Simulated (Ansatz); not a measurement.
The starting structures come from a database of crystals and need not be the phases stable at ambient conditions.

By PBEsol, the system below comes out a metal.

A figure of merit of an interconnect metal is its ballistic conductance per area.

```xyz
3
Lattice="4.1708 0.0000 0.0000 0.0000 5.8983 0.0000 2.0854 2.9492 2.0854" Properties=species:S:1:pos:R:3 pbc="T T T"
Al     2.0854     1.4746     0.0000
Al     2.0854     4.4238     0.0000
Pt     0.0000     0.0000     0.0000
```

Space group of this cell: Fm-3m. The cell is taken as given.

The current flows along the normal of the first two printed cell vectors, the (110) plane of the conventional cell. No spin-orbit coupling; the value is a mean over 0.1 eV about the Fermi level.

Q: Compute, with PBEsol (Ansatz, a program for electronic structure), the ballistic conductance per area.

A: 0.90 × 10¹⁵ S/m² for both spins.
